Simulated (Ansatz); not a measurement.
Take SnO2 in the rutile structure (space group P4_2/mnm, No. 136) as the base.

```xyz
6
Lattice="4.7692 0.0000 0.0000 0.0000 4.7692 0.0000 0.0000 0.0000 3.2120" Properties=species:S:1:pos:R:3 pbc="T T T"
Sn     0.0000     0.0000     0.0000
Sn     2.3846     2.3846     1.6060
O      1.4607     1.4607     0.0000
O      3.8453     0.9239     1.6060
O      0.9239     3.8453     1.6060
O      3.3085     3.3085     0.0000
```

Cartesian axes are those of the cell as printed.

Level of theory: plane-wave PAW DFT at the PBEsol level (Ansatz, a program for electronic structure, 420 eV), no SOC.

Before the change:

| Item | Result |
|---|---|
| Electron mass | 0.17 mₑ along c, 0.19 mₑ across (at Γ) |
| Band gap | 0.92 eV |
| Valence-band top at Γ | 0.00, -0.77, -0.77 eV |

The change: tensor shear ε_xz = +2.00 % (engineering shear γ = 0.0400); the atoms relax in the strained cell.

Q: Predict the new stress, electron mass, band gap and valence-band top at Γ.

A: The stress (xx, yy, zz, yz, xz, xy; compression positive) comes out as (0.15, 0.16, 0.02, 0.00, -3.57, 0.00) GPa; the electron mass changes from 0.17 mₑ along c, 0.19 mₑ across (at Γ) to 0.17 mₑ along z, 0.19 mₑ across (at Γ); the band gap drops by 0.01 eV (0.92 eV → 0.91 eV); the valence-band top at Γ (three highest levels, from the VBM) becomes 0.00, -0.77, -0.78 eV (base: 0.00, -0.77, -0.77 eV).

Masses are band curvatures over ±0.01 Å⁻¹ around the edge. Gaps are Kohn–Sham eigenvalue differences; semilocal functionals usually give less than the measured gap. Stability against distortions was not tested.
